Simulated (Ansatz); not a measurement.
Response to strain in InP

Base system: InP in the zinc blende structure (space group F-43m, No. 216; a = 5.878 Å). Axes: x, y, z lie along the cube axes.

Strains are applied to the cell and any free atomic positions relax; under biaxial strain the out-of-plane vector relaxes too.

All numbers come from PBEsol (Ansatz, a quantum-chemistry and plane-wave program, PAW, without spin-orbit coupling).

Candidates:
(a) biaxial strain −3.00 %, plane normal [001], relaxed out of plane
(b) biaxial strain −1.50 %, plane normal [001], relaxed out of plane
(c) biaxial strain +0.50 %, plane normal [001], relaxed out of plane
(d) biaxial strain −0.50 %, plane normal [001], relaxed out of plane

Q: Order them by out-of-plane strain, highest first.

A: (a) biaxial strain −3.00 %, plane normal [001], relaxed out of plane (+3.27 %), (b) biaxial strain −1.50 %, plane normal [001], relaxed out of plane (+1.65 %), (d) biaxial strain −0.50 %, plane normal [001], relaxed out of plane (+0.55 %), (c) biaxial strain +0.50 %, plane normal [001], relaxed out of plane (-0.56 %)

Whether these cells are dynamically stable was not tested.
